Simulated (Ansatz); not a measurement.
The starting structures come from a database of crystals and need not be the phases stable at ambient conditions.

 Where the default PAW files enter, the runs use the earlier of Ansatz's two default sets.

Data:

```
CELL_PARAMETERS angstrom
      4.54535     0.00000     0.00000
      0.00000     5.51962     0.00000
      0.00000     0.00000     4.90920
ATOMIC_POSITIONS crystal
  Ti 0.50000 0.32701 0.75000
  Ti 0.50000 0.67299 0.25000
  Ti 0.00000 0.17299 0.25000
  Ti 0.00000 0.82701 0.75000
  O  0.27145 0.38172 0.08135
  O  0.72855 0.61828 0.91865
  O  0.22855 0.11828 0.58135
  O  0.77145 0.88172 0.41865
  O  0.77145 0.11828 0.91865
  O  0.22855 0.88172 0.08135
  O  0.72855 0.38172 0.41865
  O  0.27145 0.61828 0.58135
```

Space group of this cell: Pbcn. The cell is taken as given; by PBEsol its mean pressure is -3.1 GPa.

Transport runs along the normal of the first two printed cell vectors.

The gap is the functional's own, uncorrected, and κ follows it; spin-orbit coupling is left out. Mid-gap values are interpolated between the computed energies.

### Question
State the band gap and the smallest decay constant κ at mid-gap according to PBEsol run with Ansatz (a quantum-chemistry and plane-wave program).

### Answer
Gap 2.58 eV on a 8×6×6 mesh; κ = 0.341 1/Å, at the zone centre.
